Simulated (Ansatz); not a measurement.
Defect: O vacancy in monoclinic ZrO2 strained by -1.5 % along x and y, z held, charge state +2. Method: PBE, PAW (plane waves to 420 eV; Ansatz, an electronic-structure program).

96-site cell at the strained lattice (strain from the relaxed PBE one, atoms relaxed), the Γ point alone, smearing 0.01 eV, spin-restricted, no finite-size correction. Energies are static. The charge state is imposed; whether it is stable for some Fermi level was not computed. Forms of the defect that were not tried may lie lower.

Barriers: single points on a 2×2×2 k-point mesh shifted by half a step at the bands' geometries.

The step: a nearby O atom hops onto the vacant site. Atoms about the jump, Cartesian Å from the middle of the jump, before and after:

| atom | x0 | y0 | z0 | x1 | y1 | z1 |
|---|---|---|---|---|---|---|
| O1 | -0.17 | 0.28 | 1.18 | 0.17 | -0.28 | -1.18 |
| Zr2 | 1.05 | -1.26 | 0.63 | 1.14 | -1.30 | 0.39 |
| Zr3 | -1.86 | 1.42 | 0.92 | -2.07 | 1.51 | 0.86 |
| O4 | -2.49 | -0.08 | -0.52 | -2.53 | -0.01 | -0.49 |
| O5 | 2.25 | -0.07 | -0.61 | 2.64 | -0.06 | -0.52 |
| Zr6 | 1.58 | 1.13 | -2.26 | 1.47 | 1.00 | -2.16 |
| O7 | -0.65 | -2.18 | 0.02 | -0.70 | -2.13 | 0.29 |
| O8 | -0.68 | 2.92 | 0.19 | -0.64 | 2.74 | 0.13 |
| O9 | -0.26 | 1.96 | -2.36 | -0.18 | 2.17 | -2.56 |
| O10 | 2.17 | -0.13 | 2.16 | 1.80 | -0.10 | 2.04 |
| Zr11 | -1.62 | -1.68 | -1.79 | -1.43 | -1.55 | -1.71 |
| O12 | 2.14 | 2.50 | -0.74 | 2.10 | 2.46 | -0.74 |
| O13 | -1.10 | 2.12 | 2.80 | -1.10 | 2.01 | 2.67 |
| O14 | 1.65 | 2.53 | 1.90 | 1.62 | 2.52 | 1.93 |
| Zr15 | 0.59 | 1.00 | 3.14 | 0.61 | 1.09 | 3.29 |
| Zr16 | 3.21 | 1.44 | 0.91 | 3.22 | 1.44 | 0.90 |

Problem. Give the saddle-point geometry and the barrier.

Solution. 
```json
[
 {"atom": "O1", "x": "-0.05", "y": "0.36", "z": "-0.06"},
 {"atom": "Zr2", "x": "1.08", "y": "-1.25", "z": "0.50"},
 {"atom": "Zr3", "x": "-1.79", "y": "1.38", "z": "0.74"},
 {"atom": "O4", "x": "-2.60", "y": "-0.10", "z": "-0.55"},
 {"atom": "O5", "x": "2.52", "y": "-0.08", "z": "-0.56"},
 {"atom": "Zr6", "x": "1.49", "y": "1.08", "z": "-2.11"},
 {"atom": "O7", "x": "-0.67", "y": "-2.24", "z": "0.09"},
 {"atom": "O8", "x": "-0.71", "y": "3.01", "z": "0.20"},
 {"atom": "O9", "x": "-0.22", "y": "2.12", "z": "-2.46"},
 {"atom": "O10", "x": "1.93", "y": "-0.10", "z": "2.14"},
 {"atom": "Zr11", "x": "-1.58", "y": "-1.65", "z": "-1.75"},
 {"atom": "O12", "x": "2.11", "y": "2.50", "z": "-0.69"},
 {"atom": "O13", "x": "-1.05", "y": "1.97", "z": "2.66"},
 {"atom": "O14", "x": "1.64", "y": "2.54", "z": "1.95"},
 {"atom": "Zr15", "x": "0.64", "y": "1.08", "z": "3.30"},
 {"atom": "Zr16", "x": "3.21", "y": "1.44", "z": "0.94"}
]
```
It lies 0.68 eV above the start and 0.68 eV above the end. The saddle point's order was not checked.
